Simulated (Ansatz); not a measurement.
An Ansatz (a first-principles code) input (r2SCAN (Ansatz; PAW; 500 eV plane waves; no SOC)):

Ansatz 0.2 input:
```yaml
crystal:
  lattice:
    - [-2.1170853638, 2.1170853638, 10.0713616172]
    - [2.1170853638, -2.1170853638, 10.0713616172]
    - [2.1170853638, 2.1170853638, -10.0713616172]
  atoms:
    - { symbol: Te, position: [0.25, 0.75, 0.5] }
    - { symbol: Te, position: [0.6160568939, 0.1160568939, 0.5] }
    - { symbol: Te, position: [0.8839431061, 0.3839431061, 0.5] }
    - { symbol: Sr, position: [0, 0, 0] }
    - { symbol: Be, position: [0.317167279, 0.317167279, 0] }
    - { symbol: Be, position: [0.682832721, 0.682832721, 0] }
basis: { ecutwfc: 500, ecutrho_ratio: 4, xc_grid: 2, fft_grid_basis: typed }
kpoints: { mp_grid: { grid: [11, 11, 11] } }
hamiltonian:
  xc: r2scan
  dispersion: none
  pseudopotentials: { kind: paw }
scf: { occupations: { method: fermi_dirac, width: 0.05 }, convergence: { dr2_threshold: 0.0000000006 } }
output: { forces: true, stress: true }
checkpoint: { write: state.ck, write_every: 1000 }
```

Question: Which symmetry and how many k-points will the program report, and about how many plane waves at Γ?

Answer: Space group I-4m2 (ITA 119) with 8 operations, k-points 126 of 1331, and 4589 plane waves at Γ.

These are small ordered cells, not random alloys; other orderings at the same x differ. No phonon test of stability was made. The cell was made from BeTe by this change: x(Sr) = 0.333, 6 atoms, I-4m2.
